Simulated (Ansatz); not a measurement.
# Effect of isotropic strain −1.08 % on hypothetical CsCl type LuN

Consider LuN in the CsCl type structure (space group Pm-3m, No. 221; a = 2.8934 Å; a hypothetical phase, not in the database extracts checked; relaxed with 0.1 eV smearing).

Modification: an isotropic linear strain of −1.08 %, atoms relaxed at fixed cell.

Computed with PBEsol (Ansatz, an electronic-structure program, PAW, without spin-orbit coupling). Γ-centred 20×20×20 mesh, Fermi–Dirac width 0.1 eV.

```csv
quantity,base,changed,shift
space group,Pm-3m (No. 221),Pm-3m (No. 221),–
shortest interatomic distance,2.506 Å,2.479 Å,-0.027 Å
energy relative to the base (free energy F),0 meV/atom,+7.3 meV/atom,+7.3 meV/atom
band gap,zero,zero,–
```

Stability against distortions was not tested. The final runs are not spin-polarised. The zero or small gap of LuN can change with the level of theory.
